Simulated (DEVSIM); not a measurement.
System: illuminated Si p-on-n cell, one wavelength, at 300 K.

| layer (left to right) | material | thickness (μm) | Nd (cm⁻³) | Na (cm⁻³) | τn (s) | τp (s) | absorption coefficient (cm⁻¹) |
|---|---|---|---|---|---|---|---|
| 1 | Si | 0.780 | - | 5.1e18 | 2e-5 | 2.5e-5 | 540 |
| 2 | Si | 25.0 | 1.1e16 | - | 6.2e-5 | 6.2e-5 | 540 |

Left contact: ohmic, minority electron recombination velocity 90 cm/s. Right contact: ohmic, minority hole recombination velocity 5000 cm/s. Voltage is applied to the left contact. Recombination: SRH at mid-gap, radiative, Auger. Light enters at the left, 1e17 photons cm⁻² s⁻¹, one pass, no reflection. Mobility is constant in doping.

This is a model device: material constants are rounded textbook-type values typed into the input, and sizes, dopings and lifetimes were drawn at random. Values at 300 K.

```tsv
parameter	Si
gap (eV)	1.124
affinity (eV)	4.05
permittivity	11.7
Nc (cm⁻³)	2.86e19
Nv (cm⁻³)	3.1e19
μn (cm²/Vs)	1417
μp (cm²/Vs)	470
B (cm³/s)	4.7e-15
Cn (cm⁶/s)	2.8e-31
Cp (cm⁶/s)	9.9e-32
```

Model (solved in DEVSIM): 1D drift-diffusion, Boltzmann statistics, complete ionisation; no tunnelling, impact ionisation, image-force lowering or self-heating.

The photon flux was swept, all else fixed.

```csv
photon flux (cm^-2 s^-1),fill factor,open-circuit voltage (V),largest power (mW/cm²),short-circuit current (mA/cm²)
3e15,0.79,0.467,0.109,0.295
1e16,0.80,0.498,0.392,0.983
3e16,0.81,0.526,1.26,2.95
1e17,0.82,0.557,4.47,9.83
3e17,0.82,0.586,14.2,29.5
1e18,0.83,0.617,50.3,98.3
3e18,0.83,0.646,159,295
```

From the first row to the last the fill factor goes from 0.79 to 0.83. From the first row to the last the open-circuit voltage goes from 0.467 to 0.646.
